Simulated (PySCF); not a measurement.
PySCF 2.14.0, PBE0/def2-svp, df: Hf(S)(F)(OMe) (C[O][Hf]([F])=[S]), 8 atoms. The geometry is a generated start, not checked to be a minimum at this level.

- task = energy
- method = pbe0
- basis = def2-svp
- two-electron scheme = density fitting
- mol.max_memory = 3000 MB
- mf.max_cycle = 100
- mf.init_guess = minao (default)
- mf.DIIS = CDIIS (default)
- mf.diis_space = 8 (default)
- mf.conv_tol = 1e-09 (default)
- mf.grids.level = 3 (default)
- effective core potentials = those of the basis set, past Kr
- basis functions = 107
- grid points = 114560

```xyz
8

Hf     0.8378     1.2268     0.5356
S      1.7245     3.2049    -0.1162
F     -0.7715     1.4235     1.5124
O      0.5632    -0.2073    -0.6427
C     -0.3984    -1.2127    -0.3699
H     -1.0156    -1.3680    -1.2610
H      0.1075    -2.1555    -0.1262
H     -1.0475    -0.9116     0.4681
```

Charge 0 and multiplicity 1 are set for this test and not shown to be the ground state.

One run each on 2 threads, 1 BLAS thread. Values of level_shift (Hartree) tried: 0 (default), 0.1, 0.3, 1.

Problem. Predict the course of the Fock builds along this series.

Solution. Fewest Fock builds: 0 (default) with 14. The count rises to 64 at 1. All converge to one solution.

```
level_shift (Hartree)  Fock builds            end
---------------------  -----------  -------------
0 (default)                     14  same solution
0.1                             17  same solution
0.3                             26  same solution
1                               64  same solution
```
